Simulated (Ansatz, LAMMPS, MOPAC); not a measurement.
## Stishovite (SiO2): properties by level of theory

Reference values: lattice constant a 4.179 Å (measured, room temperature, not corrected to a static lattice; as tabulated in Hiroi (2015), arXiv:1503.02262); lattice parameter c 2.665 Å (measured, room temperature, no zero-point or thermal correction; as tabulated in Hiroi (2015), arXiv:1503.02262).

```json
[
 {"level (code)": "ionic model bks1990 (rigid ions, LAMMPS)", "lattice constant a (Å)": "4.144", "lattice parameter c (Å)": "2.660"},
 {"level (code)": "Vashishta SiO.1990.vashishta (LAMMPS)", "lattice constant a (Å)": "4.285", "lattice parameter c (Å)": "3.302"},
 {"level (code)": "PM7 semi-empirical Hartree-Fock (MOPAC) (MOPAC)", "lattice constant a (Å)": "4.224", "lattice parameter c (Å)": "2.720"},
 {"level (code)": "PBE (Ansatz)", "lattice constant a (Å)": "4.236", "lattice parameter c (Å)": "2.690"}
]
```

Differences from the reference values (errors of the level alone only where the reference is corrected to a static lattice):

```tsv
level	lattice constant a (%)	lattice parameter c (%)
ionic model bks1990	-0.84	-0.19
Vashishta SiO.1990.vashishta	+2.54	+24
PM7 semi-empirical Hartree-Fock (MOPAC)	+1.08	+2.06
PBE	+1.36	+0.94
```

Nearest: lattice constant a, not ranked (reference at room or unstated temperature); lattice parameter c, not ranked (reference at room or unstated temperature). Empirical potentials aren't ranked on values they can be fitted to.

Empirical potentials (Vashishta SiO.1990.vashishta, ionic model bks1990) are fitted to chosen data, which need not cover the solid at hand: agreement can be built in, and what lay outside the fit can be far off.

Caveats: the cell moved over 20 % in volume from its start (Vashishta SiO.1990.vashishta); the method was fitted mainly to molecules (PM7 semi-empirical Hartree-Fock (MOPAC)); the run uses a supercell at the zone centre in place of a k mesh (PM7 semi-empirical Hartree-Fock (MOPAC)). Ansatz's density-functional and Hartree–Fock values are scalar-relativistic unless marked +SOC, with PAW data made under PBE.

Differences are worked out from the printed values.

Ansatz is a program for electronic structure.
